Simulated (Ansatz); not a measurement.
## GaP (model structure, started from the BeO type, P4₂/mnm, No. 136, 8 atoms in the cell): bulk modulus B0 by level of theory

No measured value is used here.

```json
[
 {"level (code)": "LDA (Ansatz)", "value (GPa)": "82.2", "cell (Å³/atom)": "20.68"},
 {"level (code)": "PBEsol (Ansatz)", "value (GPa)": "77.5", "cell (Å³/atom)": "21.23"},
 {"level (code)": "r²SCAN (Ansatz)", "value (GPa)": "80.3", "cell (Å³/atom)": "21.36"}
]
```

LDA, PBEsol, r²SCAN: the bulk modulus is −V dP/dV from two relaxed cells at ±2 % in volume. Each level is taken at its own relaxed cell. Cutoffs differ between the levels. Ansatz's density-functional and Hartree–Fock values are scalar-relativistic unless marked +SOC, with PAW data made under PBE.

A model structure was made by putting elements into a prototype or built by hand; it is no filed structure, need not be a known phase, and can be a saddle point held by its symmetry.

Ansatz is a first-principles code.
